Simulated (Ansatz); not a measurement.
Ca₃SnH₂ (Cmcm, No. 63, 12 atoms in the cell; start COD 4323536), treated with LDA (Ansatz, a quantum-chemistry and plane-wave program, plane waves, PAW).

Settings: plane-wave cutoff 520 eV, 6×6×8 k mesh (along the axes of the cell as run), Fermi–Dirac smearing 0.01 eV, scalar-relativistic PAW data made under PBE.

Cell (relaxed at this level):

```xyz
12
Lattice="4.3017 -5.5160 0.0000 4.3017 5.5160 0.0000 0.0000 0.0000 5.1413" Properties=species:S:1:pos:R:3 pbc="T T T"
Sn     4.3017    -2.1071     3.8560
Sn     4.3017     2.1071     1.2853
Ca     2.5592    -1.2227     1.2853
Ca     6.0443     1.2227     3.8560
Ca     2.5592     1.2227     3.8560
Ca     6.0443    -1.2227     1.2853
Ca     4.3017     4.2948     3.8560
Ca     4.3017    -4.2948     1.2853
H      1.2976     0.0000     2.5706
H      7.3059     0.0000     2.5706
H      7.3059     0.0000     0.0000
H      1.2976     0.0000     0.0000
```

Problem. Estimate the band gap that the calculation returns.

Solution. 
* **band gap**: 0.01 eV (under three smearing widths, so not firm)

Note: the relaxation could not lower the start's symmetry, so the cell can be a saddle point above a distorted one.

Spin–orbit coupling is not included; it can close the smallest gap of 0.01 eV.

The computed numbers hold no vibrational or temperature effects.
